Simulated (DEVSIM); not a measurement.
**abrupt Si n-p junction**

Device: abrupt Si n-p junction, at 300 K.

```tsv
layer (left to right)	material	thickness (μm)	Nd (cm⁻³)	Na (cm⁻³)	τn (s)	τp (s)
1	Si	86.0	3.8e18	-	5.4e-6	5.4e-6
2	Si	11.0	-	3.4e16	5.4e-6	5.4e-6
```

Left contact: ohmic. Right contact: ohmic. Voltage is applied to the left contact. Recombination: SRH at mid-gap, Auger. Mobility is constant in doping.

The device is made up for the run: typed textbook-type constants, with dimensions and the other settings drawn at random. Values at 300 K.

```tsv
parameter	Si
gap (eV)	1.124
affinity (eV)	4.05
permittivity	11.7
Nc (cm⁻³)	2.86e19
Nv (cm⁻³)	3.1e19
μn (cm²/Vs)	1417
μp (cm²/Vs)	470
Cn (cm⁶/s)	2.8e-31
Cp (cm⁶/s)	9.9e-32
```

DEVSIM, 1D drift-diffusion, Boltzmann statistics, complete ionisation; no tunnelling, impact ionisation, image-force lowering or self-heating.

```
Item                                                Result
---------------------------------------------  -----------
Potential step across the device at zero bias      0.896 V
Largest field in the device at zero bias       130000 V/cm
Dark forward voltage at 1 A/cm²                    0.639 V
Dark forward voltage at 100 A/cm²                  0.766 V
```

Dark forward current:

```json
[
 {"V (V)": "-0.05", "J (A/cm²)": "-5.1e-10"},
 {"V (V)": "-0.10", "J (A/cm²)": "-2.3e-9"},
 {"V (V)": "-0.15", "J (A/cm²)": "-1.0e-8"},
 {"V (V)": "-0.20", "J (A/cm²)": "-5.4e-8"},
 {"V (V)": "-0.25", "J (A/cm²)": "-3.3e-7"},
 {"V (V)": "-0.30", "J (A/cm²)": "-2.1e-6"},
 {"V (V)": "-0.35", "J (A/cm²)": "-1.4e-5"},
 {"V (V)": "-0.40", "J (A/cm²)": "-9.8e-5"},
 {"V (V)": "-0.45", "J (A/cm²)": "-0.00067"},
 {"V (V)": "-0.50", "J (A/cm²)": "-0.0046"},
 {"V (V)": "-0.55", "J (A/cm²)": "-0.032"},
 {"V (V)": "-0.60", "J (A/cm²)": "-0.22"},
 {"V (V)": "-0.65", "J (A/cm²)": "-1.5"},
 {"V (V)": "-0.70", "J (A/cm²)": "-10"},
 {"V (V)": "-0.75", "J (A/cm²)": "-62"},
 {"V (V)": "-0.80", "J (A/cm²)": "-280"},
 {"V (V)": "-0.85", "J (A/cm²)": "-900"},
 {"V (V)": "-0.90", "J (A/cm²)": "-2100"}
]
```

Dark reverse current:

```csv
V (V),J (A/cm²)
0.04,1.8e-10
0.10,3.5e-10
0.20,5.7e-10
0.30,7.6e-10
0.40,9.5e-10
0.60,1.3e-9
0.80,1.6e-9
1.00,1.9e-9
1.30,2.2e-9
1.60,2.6e-9
2.00,3.0e-9
```
